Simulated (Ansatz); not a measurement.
The starting structures come from a database of crystals and need not be the phases stable at ambient conditions.

 Where the default PAW files enter, the runs use the earlier of Ansatz's two default sets.

By PBEsol, the system below comes out a metal.

The ballistic (Sharvin) conductance counts the channels at the Fermi level: G/A = (e²/h) × channels of both spins per area.

Data:

```
W2C
1.0
    5.23726     0.00000     0.00000
    0.00000     6.11103     0.00000
    0.00000     0.00000     4.75632
W C
8 4
Direct
  0.91881   0.12358   0.24480
  0.08119   0.87642   0.75520
  0.41881   0.37642   0.25520
  0.58119   0.62358   0.74480
  0.08119   0.37642   0.74480
  0.91881   0.62358   0.25520
  0.58119   0.12358   0.75520
  0.41881   0.87642   0.24480
  0.25000   0.12175   0.50000
  0.75000   0.87825   0.50000
  0.75000   0.37825   0.00000
  0.25000   0.62175   0.00000
```

Space group of this cell: Pbcn. The cell is taken as given; by PBEsol its mean pressure is -10.3 GPa.

The current flows along the normal of the first two printed cell vectors. No spin-orbit coupling; the value is a mean over 0.1 eV about the Fermi level.

Problem. Predict the ballistic conductance per area from PBEsol (Ansatz, a quantum-chemistry and plane-wave program).

Solution. 0.78 × 10¹⁵ S/m² for both spins.
